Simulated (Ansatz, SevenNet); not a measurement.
## A15 V₃Si (cubic form, which distorts at low temperature), bulk modulus B0

Reference value: 171 GPa (measured, 300 K, no zero-point or thermal correction, our sources range from 171 to 176; as tabulated in Lu and Klein (1997), arXiv:cond-mat/9704251).

| level (code) | value (GPa) | cell (Å³/atom) | difference (%) |
|---|---|---|---|
| SevenNet-l3i5 | 178 | 13.04 | +4.1 |
| LDA (Ansatz) | 219 | 12.22 | +28 |
| PBE (Ansatz) | 192 | 12.99 | +12.3 |
| PBE-D4 (Ansatz) | 203 | 12.68 | +18.7 |
| HSE06 (Ansatz) | 214 | 12.66 | +25 |

The reference is not for a static lattice or low temperature, so close values are not ranked against it. Off by more than 20 %, or 28 % on the side where a correction would as a rule narrow the miss (bounds picked here): LDA (+28 %).

The measured value isn't corrected to a static lattice, so vibrations enter the comparison. A static lattice is as a rule stiffer than a warm one, by over a tenth in soft solids. The crystal itself was run without spin with LDA, PBE, PBE-D4, HSE06; a magnetic state was not tried in these runs. LDA, PBE, PBE-D4, HSE06: symmetry holds this phase in the static calculation, where it need not be a minimum. HSE06: the run has no spin polarisation, so it can have missed a magnetic state. Each level is taken at its own relaxed cell. Cutoffs and k meshes differ between the levels. Ansatz's density-functional and Hartree–Fock values are scalar-relativistic unless marked +SOC, with PAW data made under PBE.

Machine-learned potentials (SevenNet-l3i5) are trained on DFT data: a solid inside that data is no test of them.

Differences are worked out from the printed values.

Ansatz is a quantum-chemistry and plane-wave program.
